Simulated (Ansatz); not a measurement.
## What uniaxial strain ε_zz = +1.50 % does to TiAl

Base system: TiAl (space group P4/mmm, No. 123; a = 2.813 Å, c = 4.062 Å; relaxed with 0.1 eV smearing). Axes: x, y, z lie along a, b, c of the conventional cell.

The change: uniaxial strain ε_zz = +1.50 %, all other strain components held at zero; the atoms relax in the strained cell.

The values are results of r2SCAN/PAW in Ansatz (an electronic-structure program), scalar-relativistic without spin-orbit coupling, not measurements. Γ-centred 20×20×14 mesh, Fermi–Dirac width 0.1 eV.

```json
[
 {"quantity": "volume per atom", "base": "16.07 Å³", "changed": "16.31 Å³", "shift": "+0.24 Å³"},
 {"quantity": "space group", "base": "P4/mmm (No. 123)", "changed": "P4/mmm (No. 123)", "shift": "–"},
 {"quantity": "shortest interatomic distance", "base": "2.813 Å", "changed": "2.813 Å", "shift": "0.000 Å"},
 {"quantity": "energy relative to the base (free energy F)", "base": "0 meV/atom", "changed": "+2.1 meV/atom", "shift": "+2.1 meV/atom"},
 {"quantity": "pressure (mean of the normal stresses, compression positive)", "base": "0.0 GPa", "changed": "-1.7 GPa", "shift": "-1.7 GPa"},
 {"quantity": "band gap", "base": "zero", "changed": "zero", "shift": "–"},
 {"quantity": "stress (xx, yy, zz, yz, xz, xy; compression positive)", "base": "–", "changed": "(-1.2, -1.2, -2.7, 0.0, 0.0, 0.0) GPa", "shift": "–"}
]
```

No phonon test of stability was made. The final runs are not spin-polarised.
